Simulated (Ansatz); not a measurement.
For SnGe (model structure, started from the NiAs type, P6₃/mmc, No. 194, 4 atoms in the cell), PBE (Ansatz, a quantum-chemistry and plane-wave program, PAW) gives:

| Item | Value |
|---|---|
| equilibrium lattice constant a | 3.970 Å |
| lattice parameter c | 7.261 Å |
| formation enthalpy | 0.172 eV/atom |

Q: What does PBE-D3(BJ) (Ansatz, plane waves, PAW) give for the same quantities?

A: 
- lattice constant a: 3.897 Å (decreases by 1.8 %)
- lattice parameter c: 7.214 Å (decreases by 0.6 %)
- formation enthalpy: 0.155 eV/atom (falls by 0.017 eV/atom)

Changes are worked out from the printed values.

Unless a cell is named, each level is at its own relaxed cell (PBE 24.78, PBE-D3(BJ) 23.73 Å³/atom).

Levels without +SOC leave out spin–orbit coupling, which shifts energies and cells of such heavy elements.

Ansatz's density-functional and Hartree–Fock values are scalar-relativistic unless marked +SOC, with PAW data made under PBE.

A model structure was made by putting elements into a prototype or built by hand; it is no filed structure, need not be a known phase, and can be a saddle point held by its symmetry.
